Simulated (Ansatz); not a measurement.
The slab is Si(111) 1x1 surface, 6 top atoms, 3 bilayers, bottom bilayer H-capped and fixed, every top atom capped by H; cell 11.5 x 6.6 Å; two neighbouring H replaced by OH; about 7 Å thick over the host's atoms, 18 atoms held. The numbers are results of PBE-D3(BJ) (plane waves to 420 eV, PAW; Ansatz, a quantum-chemistry and plane-wave program), not measurements. k mesh 1 x 2 x 1. The slab states were run without spin polarisation. Slab thickness, cell and mesh are as stated and are not converged limits. Energies are static: no zero-point or thermal part. Each state was relaxed from one prepared geometry.

End state of this step: H2O attacks the fragment of ZrCl4 (twice exchanged) and HCl forms. Atoms near the product:

| atom | x (Å) | y (Å) | z (Å) |
|---|---|---|---|
| H(29) | 3.815 | -0.080 | 10.949 |
| H(44) | 7.662 | 0.054 | 11.043 |
| O(46) | 5.374 | 3.456 | 11.142 |
| Zr(a0) | 3.842 | 3.333 | 12.340 |
| Cl(a2) | 7.159 | 1.273 | 13.692 |
| Cl(a4) | 3.658 | -1.452 | 13.865 |
| O(c0) | 4.054 | 1.668 | 13.317 |
| H(c1) | 5.849 | 1.361 | 13.600 |
| H(c2) | 3.741 | 0.751 | 13.444 |

Problem. What energy does it take to move HCl into the gas, one a cell, with the surface relaxed behind it, and what are its closest contacts before it leaves?

Solution. 0.28 eV. Its closest contacts to the rest of the cell: H(c1)...O(c0) 1.84 Å, H(c1)...H(c2) 2.20 Å, Cl(a2)...H(44) 2.96 Å.
